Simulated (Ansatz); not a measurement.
## Ba2CuHgO4, element substitutions

The reference is Ba$_{2}$CuHgO$_{4}$ (space group P4/mmm, No. 123; a = 3.8526 Å, c = 9.5503 Å; a cell from a computed database, its experimental status unchecked).

Each row replaces one element on all its sites; cell and atoms are relaxed.

Calculations: PBEsol in Ansatz (plane waves to 420 eV, PAW, without spin-orbit coupling).

```json
[
 {"change": "base", "c/a ratio": "2.479", "volume per atom": "17.72 Å³"},
 {"change": "Cu → Fe", "c/a ratio": "2.472", "volume per atom": "18.00 Å³"},
 {"change": "Cu → Ir", "c/a ratio": "…", "volume per atom": "…"},
 {"change": "Hg → Pb", "c/a ratio": "2.629", "volume per atom": "17.88 Å³"}
]
```

**Question.** Complete the table.

**Answer.** 
- Cu → Ir, c/a ratio: 2.609
- Cu → Ir, volume per atom: 18.52 Å³

Whether these cells are dynamically stable was not tested. As relaxed here, Ba2FeHgO4, Ba2HgIrO4 and Ba2CuPbO4 are hypothetical phases, not in the database extracts checked. No Hubbard U is applied and the magnetic state is the run's own (Ba2FeHgO4 ferromagnetic; Ba2CuHgO4 not spin-polarised; Ba2CuPbO4 not spin-polarised); other magnetic orders, which need larger cells, were not tried and can change the gap. Spin-polarised in the final run: Ba2FeHgO4; the other runs are not. An odd electron count without spin: Ba2CuHgO4, Ba2HgIrO4 and Ba2CuPbO4.

Ansatz is an electronic-structure program.
